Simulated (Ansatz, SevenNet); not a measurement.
For NbAs (I4₁md, No. 109, 4 atoms in the cell; start mp-2059), the machine-learned potential SevenNet-0 (trained on PBE and PBE+U data) gives:

* **equilibrium lattice constant a**: 3.491 Å
* **lattice parameter c**: 11.813 Å

Question: What does PBE-D4 (plane waves, PAW; Ansatz, a first-principles code) give for the same quantities?

Answer: 
- lattice constant a: 3.452 Å (decreases by 1.1 %)
- lattice parameter c: 11.629 Å (decreases by 1.6 %)

Changes are worked out from the printed values.

Unless a cell is named, each level is at its own relaxed cell (SevenNet-0 17.99, PBE-D4 17.32 Å³/atom).

Caveats: the relaxation could not lower the start's symmetry, so the cell can be a saddle point above a distorted one (SevenNet-0, PBE-D4). Ansatz's density-functional and Hartree–Fock values are scalar-relativistic unless marked +SOC, with PAW data made under PBE.

A start named mp-… is a Materials Project structure, which need not be a measured phase.
